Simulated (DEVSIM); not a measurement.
System: Pd/Si3N4/p-Si capacitor, at 250 K.

```tsv
layer (left to right)	material	thickness (nm)	Na (cm⁻³)
1	Si3N4	2.10	-
2	Si	14000	1.8e15
```

Metal gate on the left, work function 5.2 eV. Fixed charge at the semiconductor interface -1.2e11 cm⁻² (in units of +e); no interface traps.

Constants are typed, rounded textbook-type inputs, not results; the design itself was drawn at random and stands for no fabricated device. Values at 300 K; Nc and Nv go as T^1.5, mobilities as T to minus their exponent, the gap by Varshni's rule with the affinity fixed.

| parameter | Si3N4 | Si |
|---|---|---|
| gap (eV) | 5.1 | 1.124 |
| affinity (eV) | 2.1 | 4.05 |
| permittivity | 7.5 | 11.7 |
| Nc (cm⁻³) | - | 2.86e19 |
| Nv (cm⁻³) | - | 3.1e19 |
| Varshni α (eV/K) | - | 0.000473 |
| Varshni β (K) | - | 636 |

Model (solved in DEVSIM): 1D Poisson equation in equilibrium, Boltzmann statistics, complete ionisation; no quantum confinement or tunnelling. Metal contacts follow the ideal Schottky-Mott rule: no Fermi-level pinning, no interface dipoles.

**Question.** Tabulate band edges, carrier densities and field at 0.7 V on the gate.

**Answer.** Energies count from the Fermi level of the right contact; mesh points crowd at the junctions.

```tsv
x (μm)	Ec (eV)	Ev (eV)	n (cm⁻³)	p (cm⁻³)	field (V/cm)
0.000	2.400	-2.700	< 1e2	< 1e2	54000
0.0009431	2.405	-2.695	< 1e2	< 1e2	54000
0.001823	2.410	-2.690	< 1e2	< 1e2	54000
0.003004	0.463	-0.673	1.0e10	630000	16000
0.007258	0.469	-0.667	7.5e9	850000	16000
0.01568	0.482	-0.654	4.1e9	1600000	15000
0.03534	0.512	-0.624	1.0e9	6300000	15000
0.1062	0.611	-0.525	1.1e7	6.1e8	13000
0.2467	0.765	-0.371	8300	7.7e11	9000
0.5552	0.917	-0.219	< 1e2	9.0e14	1500
1.294	0.932	-0.204	< 1e2	1.8e15	≈ 0
3.959	0.932	-0.204	< 1e2	1.8e15	≈ 0
8.665	0.932	-0.204	< 1e2	1.8e15	≈ 0
11.72	0.932	-0.204	< 1e2	1.8e15	≈ 0
13.26	0.932	-0.204	< 1e2	1.8e15	≈ 0
13.68	0.932	-0.204	< 1e2	1.8e15	≈ 0
13.87	0.932	-0.204	< 1e2	1.8e15	≈ 0
13.94	0.932	-0.204	< 1e2	1.8e15	≈ 0
13.98	0.932	-0.204	< 1e2	1.8e15	≈ 0
13.99	0.932	-0.204	< 1e2	1.8e15	≈ 0
14.00	0.932	-0.204	< 1e2	1.8e15	≈ 0
14.00	0.932	-0.204	< 1e2	1.8e15	≈ 0
```
